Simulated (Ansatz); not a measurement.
**BeTe (model structure, started from the MnP type, Pnma, No. 62, 8 atoms in the cell): properties by level of theory**

```tsv
level (code)	equilibrium volume per atom (Å³/atom)	formation enthalpy (eV/atom)
PBE (Ansatz)	25.29	-0.239
PBEsol (Ansatz)	22.76	-0.221
PBE-D3(BJ) (Ansatz)	22.15	-0.160
```

Ansatz's density-functional and Hartree–Fock values are scalar-relativistic unless marked +SOC, with PAW data made under PBE.

Computed values are for the static lattice.

A model structure was made by putting elements into a prototype or built by hand; it is no filed structure, need not be a known phase, and can be a saddle point held by its symmetry.

Ansatz is a quantum-chemistry and plane-wave program.
